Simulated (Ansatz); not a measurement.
CdS (Fm-3m, No. 225, 4 atoms in the cell; start mp-1181862; high-pressure phase) was calculated with r²SCAN in Ansatz (plane waves, PAW).

Numerical settings: plane-wave cutoff 560 eV, 10×6×10 k mesh (along the axes of the cell as run), Fermi–Dirac smearing 0.01 eV, scalar-relativistic PAW data made under PBE.

Cell (relaxed at this level):

```xyz
4
Lattice="3.8563 0.0000 0.0000 0.0000 5.4536 0.0000 0.0000 0.0000 3.8562" Properties=species:S:1:pos:R:3 pbc="T T T"
Cd     1.9281     2.7268     0.9639
Cd     0.0000     0.0000     2.8923
S      1.9281     0.0000     0.9641
S      0.0000     2.7268     2.8921
```

**Question.** Estimate the band gap and bulk modulus B0 that the calculation returns.

**Answer.** 
- band gap: 0.75 eV (on the SCF k mesh)
- bulk modulus B0: 82.5 GPa

Note: the relaxation could not lower the start's symmetry, so the cell can be a saddle point above a distorted one; the bulk modulus is −V dP/dV from two relaxed cells at ±2 % in volume.

Spin–orbit coupling is not included.

The computed numbers hold no vibrational or temperature effects.

A start named mp-… is a Materials Project structure, which need not be a measured phase.

Ansatz is a quantum-chemistry and plane-wave program.
